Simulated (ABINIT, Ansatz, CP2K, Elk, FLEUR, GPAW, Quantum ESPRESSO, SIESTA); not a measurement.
**NaF (Fm-3m, 2 atoms in the cell) computed with different codes at matched settings**

Self-consistent single point, at a second geometry (lattice scaled by 0.98). First geometry:

```
NaF
1.0
    0.00000     2.26738     2.26738
    2.26738     0.00000     2.26738
    2.26738     2.26738     0.00000
Na F
1 1
Cartesian
  0.00000   0.00000   0.00000
  2.26738   2.26738   2.26738
```

Shared settings, as Ansatz (a program for electronic structure) writes them: kpoints.mp_grid.grid = 10 10 10; scf.occupations.method = fixed. Potentials and cutoffs stand in the table.

```
code                                                                                                                                model  ΔF from the first geometry (meV/atom)  pressure (GPa)  gap on the mesh (eV)           cutoff
----------------  -----------------------------------------------------------------------------------------------------------------------  -------------------------------------  --------------  --------------------  ---------------
FLEUR                                                                        PBE, all-electron FLAPW (FLEUR), scalar-relativistic valence                                   37.3               –                 7.261  Kmax 4.4 1/bohr
Elk                                        PBE, all-electron FP-LAPW, Elk's shipped species files, APW+lo basis with extra local orbitals                                   44.3               –                 7.088       rgkmax 7.5
CP2K                                                              PBE, GPW, DZVP-MOLOPT-PBE-GTH basis, GTH-PBE potentials (POTENTIAL_UZH)                                   39.6           12.32                 7.033     grid 1000 Ry
Ansatz                                                                                                             PBE, default PAW files                                   36.5           10.57                 7.054          default
Quantum ESPRESSO                                                         PBE, PseudoDojo stringent norm-conserving (PBE) pseudopotentials                                   36.0           11.00                 7.082            90 Ry
ABINIT                                                           PBE, norm-conserving pseudopotentials (PseudoDojo nc-sr-05 PBE standard)                                   36.0           11.00                 7.082            44 Ha
SIESTA            GGA PBE, numerical atomic orbitals DZP, PseudoDojo PBE standard norm-conserving potentials (rewritten from UPF to PSML)                                   31.0            9.90                 6.950      grid 400 Ry
GPAW                                                                                         PBE, GPAW PAW datasets PBE (gpaw-data 1.0.1)                                   37.5               –                 7.074           950 eV
```

For Ansatz (by 0.5 GPa) the energy change implies a higher mean pressure, against the two pressures, than for the other programs: a sign of finite-basis (Pulay) stress.

A dash marks a value that a program does not give, or that is left out as unsure.

Gaps are read on the mesh.

The spread over the programs that give each value: ΔF from the first geometry within 13.3 meV/atom; pressure within 2.42 GPa; gap on the mesh within 0.311 eV.

CP2K and SIESTA use small atom-centred bases, whose incompleteness enters pressures, forces and empty levels differently from a plane-wave cutoff. FLEUR and Elk treat all electrons, but the usual bases taken here (sphere radii, linearisation, local orbitals, empty states) were not tested for convergence, so the values are no reference for the others. Ansatz's pressure is given at a fixed set of plane waves, as the other plane-wave codes print theirs; with its correction for the finite basis it is 11.10 GPa (the shift of 0.52 GPa shows how far the cutoff is from converged). The pressure of GPAW is left out: its cutoff lies under the one at which its stress was checked. In the pressure, CP2K (by 1.32) and SIESTA (by 1.10) lie more than 1 GPa from the median of the plane-wave programs. In the gap, FLEUR (by 0.183) and SIESTA (by 0.128) lie more than 0.12 eV from the median of the plane-wave programs.

The starting cell comes from a database of computed structures (which also holds hypothetical and non-ambient phases and stackings), without a prior relaxation at this level. Its lattice was rescaled by a random factor within 2.5 % of one. For this run, on top of that: lattice scaled by 0.98.

Keys are those of Ansatz 0.2.
